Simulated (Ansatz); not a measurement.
Functionals compared on a constructed model of the (100) surface of bcc Fe, ferromagnetic, a pseudomorphic layer of Ag in the host's stacking (bottom of the slab: a bare face, its two planes held), in Ansatz (plane waves, PAW). The structure was relaxed with PBE; the other rows are single points on it. Cutoff 420 eV.

Set-up: 7 atoms, 9.2 Å thick at the start (thin: gaps and levels are the slab's own); mesh 13x13x1; 0.1 eV smearing; dipole correction on; 2 atoms held, the rest relaxed; held to the start's symmetry, so lower structures may exist; spin-polarised, ending with about 15.1 μB a cell; orders that need a larger cell were not tried, no spin-orbit, no U. It is one candidate, not shown to be the stable structure of the face. These notes are the PBE run's.

```tsv
functional	work function of the top face (eV)	magnetic moment of the cell (μB)	rough cost of the single point
PBE	4.29	15.13	–
RPBE	4.10	15.35	very roughly 80 core-seconds
```

Ansatz is a program for electronic structure.
